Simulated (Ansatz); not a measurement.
Worked example: relaxation of the atoms of Li3Ag (I4mm, 4 atoms in the cell) in Ansatz (a program for electronic structure).

Method of the run: LDA (PW92), default PAW files made with PBE (plane waves; Ansatz).

The change in words: one atom moved by 0.15 angstrom; relax: default → atoms; relax.f_tol: default → 0.05 eV/Å. Reference geometry:
```
Li3Ag
1.0
   -2.10280     2.10280     3.65758
    2.10280    -2.10280     3.65758
    2.10280     2.10280    -3.65758
Li Ag
3 1
Direct
  0.25000   0.75000   0.50000
  0.75000   0.25000   0.50000
  0.50000   0.50000   0.00000
  0.00000   0.00000   0.00000
```

Reference input (self-consistent single point, DFT, LDA (PW92), plane waves, default PAW files made with PBE): basis.ecutwfc = 420 eV; kpoints.mp_grid.grid = 11 11 11; hamiltonian.xc = lda; hamiltonian.pseudopotentials = {kind: paw} (the program's default PAW files); scf.occupations.method = gaussian; scf.occupations.width = 0.1 eV. This run's input differs from it in these lines:

```diff
@@ -8,3 +8,3 @@
     - { symbol: Li, position: [0.75000000, 0.25000000, 0.50000000] }
-    - { symbol: Li, position: [0.50000000, 0.50000000, 0.00000000] }
+    - { symbol: Li, position: [0.52050500, 0.52050500, 0.00000000] }
     - { symbol: Ag, position: [0.00000000, 0.00000000, 0.00000000] }
@@ -23,2 +23,4 @@
     width: 0.1
+relax:
+  f_tol: 0.05
 output:
```

The program printed (abridged):

```
   [... SCF lines of the steps left out ...]
relax step   1: F+E_penalty+E_count = -8063.64046744 eV  Δ(F+E_penalty+E_count) = +0.000e0 eV  max|allowed force component| = 3.173e-1 eV/Å  Δτ_max = 0.0000 Å  (6 SCF iters, dr2 threshold 6.25e-5 eV, accepted)
relax step   2: F+E_penalty+E_count = -8063.64748544 eV  Δ(F+E_penalty+E_count) = -7.018e-3 eV  max|allowed force component| = 2.607e-1 eV/Å  Δτ_max = 0.1949 Å  (6 SCF iters, dr2 threshold 6.29e-6 eV, accepted)
relax step   3: F+E_penalty+E_count = -8063.66429048 eV  Δ(F+E_penalty+E_count) = -1.681e-2 eV  max|allowed force component| = 7.457e-3 eV/Å  Δτ_max = 0.0800 Å  (5 SCF iters, dr2 threshold 4.25e-6 eV, accepted)
relax step   4: F+E_penalty+E_count = -8063.66429072 eV  Δ(F+E_penalty+E_count) = -2.390e-7 eV  max|allowed force component| = 6.794e-3 eV/Å  Δτ_max = 0.0000 Å  (4 SCF iters, accepted)
the relaxation is at rest under the 8 symmetry operations that the run kept from its start: a minimum is not shown …
Stability not checked: this state was not tested for a lower state beside it, because too few of the mixer's solves of this state at the end of the SCF gave a …
Free energy (F): -8063.664291 eV
Internal energy: -8063.657652 eV  (E = F + TS)
E sigma→0 (E₀):  -8063.660971 eV
Entropy (-TS):   -0.006639 eV (-1.660 meV/atom)
Fermi energy:    5.712809 eV
--- Forces (eV/Å), atoms counted from 1 ---
  atom   1  Li    -0.00000000    -0.00000000    -0.00357775
   [... lines left out ...]
  atoms:
    - { symbol: Li, position: [0.2552327773858279, 0.7552327773858281, 0.5000000000000001] }
    - { symbol: Li, position: [0.7552327773858281, 0.2552327773858279, 0.5000000000000001] }
    - { symbol: Li, position: [0.5047958625032767, 0.5047958625032767, 3.205612144083895e-33] }
    - { symbol: Ag, position: [0.005243582725067809, 0.005243582725067809, -1.1906559392311611e-33] }
```

The run converged.  The full log also holds: “iter 5 did not close the SCF: its close was put off for the readings that it lacked (scf_convergence_deferred on its scf_iter line)”.

Summary of the result:
- Free energy E − TS (on the zero of these files) = -8063.6643 eV
- Fermi level (on the code's own zero) = 5.71 eV
- Pressure = -1.90 GPa
- Largest force (vector length) = 0.007 eV/Å
- Relaxation steps = 4

The starting cell comes from a database of computed structures (which also holds hypothetical and non-ambient phases and stackings), without a prior relaxation at this level. Its lattice was rescaled by up to half a per cent. For this run, on top of that: one atom moved by 0.15 angstrom. The relaxation keeps the symmetry of its start, so its end need not be a minimum. Ansatz's pressure includes its estimate of the finite-basis (Pulay) stress.

Cost on one core of a shared machine: roughly 40 s.

Keys are those of Ansatz 0.2.
